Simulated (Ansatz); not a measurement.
# Pressure series in Ca3P2

Take Ca3P2 (space group Pm-3m, No. 221; a = 5.2421 Å; a cell from a computed database, its experimental status unchecked) as the base.

Cell and atoms are relaxed at each pressure.

Levels (all Ansatz, a program for electronic structure, PAW): PBEsol (420 eV, spin-orbit coupling left out); HSE06 (420 eV, no SOC).

Band gaps by level, all at the geometries relaxed with PBEsol:

```tsv
case	PBEsol	HSE06
base	0.38 eV	1.00 eV
pressure −2 GPa	0.26 eV	0.84 eV
pressure −1 GPa	0.32 eV	[?]
pressure 0.7 GPa	0.42 eV	1.06 eV
pressure 1.5 GPa	0.46 eV	1.11 eV
pressure 3 GPa	0.53 eV	1.20 eV
pressure 5 GPa	0.62 eV	[?]
pressure 7.5 GPa	0.71 eV	1.44 eV
```

Question: What belongs in the blanks?

Answer: 
- pressure −1 GPa, HSE06: 0.92 eV
- pressure 5 GPa, HSE06: 1.32 eV

Single points use the geometry relaxed with PBEsol. Load acts through the strain it causes; cell and atoms are relaxed under it. Stability against distortions was not tested. Competing high-pressure phases were not computed. The zero or small gap of Ca3P2 under pressure −2 GPa can change with the level of theory.
